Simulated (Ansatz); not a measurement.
Ansatz (a quantum-chemistry and plane-wave program), DFT, PBE, plane waves, its default PAW files, spin-polarised: hcp Gd, atoms displaced (Gd16), 16 atoms, spin-polarised from a ferromagnetic start (7 μB on Gd). Basis and mesh were picked for this test and aren't claimed converged.

| Item | Value |
|---|---|
| cell | 7.27, 7.27, 11.57 Å; 90, 90, 120° |
| distance to the nearest atom | 3.49 to 3.57 Å |
| task | single point |
| k mesh | 3×3×2 |
| hamiltonian.xc | pbe |
| kind of files | paw |
| scf.occupations.method | fermi_dirac |
| scf.occupations.width | 0.1 eV |
| output.forces | true |
| magnetization.spin_polarized | true |
| accuracy | medium (default) |
| basis.precision | auto (default) |
| basis.xc_grid | 2 (default) |
| scf.eigensolver.kind | auto (default) |
| scf.mixing.algorithm | auto (default) |
| scf.mixing.preconditioner | auto (default) |
| scf.convergence.dr2_threshold | 1e-07 (default) |
| scf.lower_state_search | light (default) |
| k-points after symmetry (for each spin) | 10 |
| bands at the start | 240 |
| electrons | 288 |
| plane waves at Γ | 10347 |
| cutoff (eV) | 420 |
| FFT grid | 50×50×80 |
| symmetry operations | 1 |

Machine: one whole node with four NVIDIA GB200 cards and two Grace (Neoverse V2) sockets of 72 cores, of which 136 in all may be used; each card has its host threads on the socket beside it.

Times are medians of repeated runs, from launch to exit, start-up of the cards included. No other job ran on the node; its own services took about 4 cores, and under one core (or 1.5 %) of those that a run was pinned to. Processes are pinned to neighbouring cores unless said otherwise. The times hold for this build (release build for Arm (Neoverse V2), with CUDA, one process with threads). Scratch files lie in a memory file system.

Many jobs like this one are to be run. Ways to fill the node:
- 2 copies of 2 cards, 64 host threads
- 4 copies of 1 card, 32 host threads
- 4 copies of 34 CPU threads, no card
- 4 cards, 128 host threads
- 136 CPU threads, no card

Problem. Which way finishes the most jobs an hour?

Solution. 4 copies of 1 card, 32 host threads: 2000 jobs an hour. At the low end 136 CPU threads, no card gives 300. Alone on the node a one-card run takes 4.5 s, beside three others 7.3 s; the program's phases hold 1.4 s and 1.7 s of these, launch, set-up ahead of the first cycle and exit 0.80 s and 2.5 s (of the first copy).

```json
[
 {"way": "4 copies of 1 card, 32 host threads", "time till all copies end": "7.3 s", "in the phases": "1.7 s", "jobs an hour": "2000"},
 {"way": "2 copies of 2 cards, 64 host threads", "time till all copies end": "6.0 s", "in the phases": "0.90 s", "jobs an hour": "1200"},
 {"way": "4 copies of 34 CPU threads, no card", "time till all copies end": "22 s", "in the phases": "18 s", "jobs an hour": "640"},
 {"way": "4 cards, 128 host threads", "time till all copies end": "6.9 s", "in the phases": "0.81 s", "jobs an hour": "520"},
 {"way": "136 CPU threads, no card", "time till all copies end": "12 s", "in the phases": "8.1 s", "jobs an hour": "300"}
]
```

Keys are those of Ansatz 0.2.
